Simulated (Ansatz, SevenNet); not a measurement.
For L1₂ (Cu3Au-type) Pt3Ti, the machine-learned potential SevenNet-l3i5 (trained on PBE and PBE+U data) gives:

```
Item                                     Value
------------------------------  --------------
equilibrium lattice constant a         3.951 Å
formation enthalpy              -0.871 eV/atom
```

Q: What does HSE06 (PAW; Ansatz, a first-principles code) give for the same quantities?

A: 
- lattice constant a: 3.909 Å (decreases by 1.1 %)
- formation enthalpy: -1.012 eV/atom (moves by -0.141 eV/atom)

For comparison: lattice constant a 3.916 Å (measured, temperature not stated, not corrected to a static lattice; as tabulated in Molecular Dynamics Simulations of PtTi High-Temperature Shape Memory Alloys …).

Changes are worked out from the printed values.

Unless a cell is named, each level is at its own relaxed cell (SevenNet-l3i5 15.42, HSE06 14.93 Å³/atom).

Levels without +SOC leave out spin–orbit coupling, which shifts energies and cells of such heavy elements.

The crystal itself was run without spin with HSE06; a magnetic state was not tried in these runs.

Caveats: exact exchange on metals is sensitive to the k mesh and can open a false gap (HSE06); the run warned that the count of filled bands differs between k points (HSE06). Ansatz's density-functional and Hartree–Fock values are scalar-relativistic unless marked +SOC, with PAW data made under PBE.
